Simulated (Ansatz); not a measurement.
Functionals compared on the (111) surface of bcc Na in its 1x1 cell, outermost plane spacing 1.21 Å in the ideal cut, in Ansatz (plane waves, PAW). The structure was relaxed with PBE; the other rows are single points on it, each with its references at the same level. Cutoff 420 eV (500 eV for r2SCAN).

Model: 9-atom slab, 9.7 Å thick at the start (thin: gaps and levels are the slab's own), 7x7x1 mesh, Fermi-Dirac 0.1 eV, dipole correction, all atoms relaxed; start symmetry kept, larger cells not searched; no spin, no spin-orbit, no U. These notes are the PBE run's.

```json
[
 {"functional": "PBE", "surface energy (J/m²)": "0.25", "work function of the top face (eV)": "2.62", "rough cost of the single point": "–"},
 {"functional": "LDA", "surface energy (J/m²)": "0.28", "work function of the top face (eV)": "2.74", "rough cost of the single point": "roughly 17 core-seconds"},
 {"functional": "PBEsol", "surface energy (J/m²)": "0.27", "work function of the top face (eV)": "2.64", "rough cost of the single point": "around 18 core-seconds (rough)"},
 {"functional": "RPBE", "surface energy (J/m²)": "0.23", "work function of the top face (eV)": "2.56", "rough cost of the single point": "about 18 core-seconds (a rough figure)"},
 {"functional": "r2SCAN", "surface energy (J/m²)": "0.28", "work function of the top face (eV)": "2.62", "rough cost of the single point": "roughly 30 core-seconds"}
]
```

Ansatz is a first-principles code.
